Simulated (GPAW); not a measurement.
GPAW run on SrNiF6 (R-3m, 8 atoms in the cell): self-consistent single point.

Computed with PBEsol+U, GPAW PAW datasets PBEsol (made by gpaw-setup) (plane waves; GPAW 25.7.0).

```xyz
8
Lattice="3.6310 2.0964 2.2526 -3.6310 2.0964 2.2526 0.0000 -4.1927 2.2526" Properties=species:S:1:pos:R:3 pbc="T T T"
Sr     0.0000     0.0000     3.3789
Ni     0.0000     0.0000     0.0000
F      0.0000     2.7427     3.4063
F      0.0000    -2.7427     3.3515
F     -2.3752    -1.3713     3.4063
F      2.3752     1.3713     3.3515
F      2.3752    -1.3713     3.4063
F     -2.3752     1.3713     3.3515
```

Reference input (self-consistent single point, DFT PBEsol, plane waves, GPAW PAW datasets PBEsol (made by gpaw-setup)): mode = pw; ecut = 900 eV; xc = PBEsol; kpts = 5 5 5; mesh shift (steps) = 0 0 0; occupations.name = fermi-dirac; occupations.width = 0 eV; nbands = -6; convergence.bands = -4; symmetry.symmorphic = false; symmetry.tolerance = 0.0005; maxiter = 120. This run's input differs from it in these lines:

```diff
@@ -20,2 +20,3 @@
             xc='PBEsol',
+            setups={'Ni': ':d,4.0'},
             kpts=(5, 5, 5),
```

The program printed (abridged):

```
     iter     time        total  log10-change:
                         energy   eigst   dens
iter:   1 --:--:--   -39.990930   +0.13
iter:   2 --:--:--   -39.280056   -0.85  -1.29
iter:   3 --:--:--   -38.700337   -0.88  -1.36
iter:   4 --:--:--   -38.770536   -1.25  -1.47
iter:   5 --:--:--   -39.496200   -0.88  -1.59
iter:   6 --:--:--   -39.306131   -1.87  -1.82
iter:   7 --:--:--   -39.074651   -1.07  -1.87
iter:   8 --:--:--   -39.077143   -2.58  -2.71
iter:   9 --:--:--   -39.094177c  -1.84  -2.61
iter:  10 --:--:--   -39.073823c  -2.61  -2.39
iter:  11 --:--:--   -39.073446c  -2.88  -2.97
iter:  12 --:--:--   -39.073471c  -3.58  -3.36
iter:  13 --:--:--   -39.073239c  -5.52  -3.24
iter:  14 --:--:--   -39.073079c  -4.15  -3.41
iter:  15 --:--:--   -39.073084c  -5.54  -4.52c
iter:  16 --:--:--   -39.073081c  -6.07  -4.37c
iter:  17 --:--:--   -39.073082c  -8.05c -4.60c
Converged after 17 iterations.

Dipole moment: (-0.000000, -0.000004, 0.000000) |e|*Ang

Energy contributions relative to reference atoms: (reference = -144013.253345)

Kinetic:        +27.522031
Potential:      -27.929237
External:        +0.000000
XC:             -38.578726
Entropy (-ST):   +0.000000
Local:           -0.087149
SIC:             +0.000000
--------------------------
Free energy:    -39.073082
Extrapolated:   -39.073082

Showing only first 2 kpts
 Kpt  Band  Eigenvalues  Occupancy
  0    32     -0.25374    2.00000
  0    33      0.33579    2.00000
  0    34      1.94516    0.00000
  0    35      1.94664    0.00000

  1    32     -0.10749    2.00000
  1    33      0.15388    2.00000
  1    34      1.98946    0.00000
  1    35      2.17442    0.00000

Fermi level: 1.14048

Gap: 1.609 eV
Transition (v -> c):
   [... lines left out ...]
  2 F    -0.00000    0.47974    0.23931
  3 F    -0.00000   -0.47974   -0.23931
  4 F    -0.41547   -0.23987    0.23931
  5 F     0.41547    0.23987   -0.23931
  6 F     0.41547   -0.23987    0.23931
  7 F    -0.41547    0.23987   -0.23931

Stress tensor:
     0.042834     0.000000     0.000000
     0.000000     0.042834     0.000000
     0.000000     0.000000     0.048484
Stress (GPa, Voigt): [6.8628 6.8628 7.768  0.     0.     0.    ]
```

The run converged in 17 iterations. GPAW prints stress with tension positive. Against the reference run the largest force goes from 0.398 to 0.536 eV/Å and the gap on the mesh goes from 1.244 to 1.609 eV.

At such cutoffs GPAW's stress carries a finite-basis (Pulay) error, which enters relaxed cells too; its log prints stress with tension positive.

The starting cell comes from a database of computed structures (which also holds hypothetical and non-ambient phases and stackings), without a prior relaxation at this level. Its lattice was rescaled by a random factor within 2.5 % of one. Spin polarisation is off. The U value is a test value, and with U on an open shell several self-consistent states can exist.

Cost on one core of a shared machine: roughly 2 min.
